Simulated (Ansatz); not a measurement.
Take Pt in the fcc (Cu type) structure (space group Fm-3m, No. 225; a = 3.942 Å; relaxed with 0.1 eV smearing) as the base. Axes: x, y, z lie along the cube axes.

The values are results of Ansatz (an electronic-structure program) r2SCAN, scalar-relativistic without spin-orbit coupling, earlier PAW set, not measurements.

Perturbation: biaxial strain −2.05 %, plane normal [001], relaxed out of plane (Cartesian); in-plane vectors clamped, the third vector and the atoms free.

Task: How does this affect the energy relative to the base?

Result: The energy increases by 11 meV/atom.

Task: How does this affect the in-plane stress?

Result: The mean in-plane stress (compression positive) comes out as +5.8 GPa.

Task: What does the calculation give for the out-of-plane strain after the change?

Result: The out-of-plane strain is +2.92 %.

No phonon test of stability was made. The final runs are not spin-polarised.
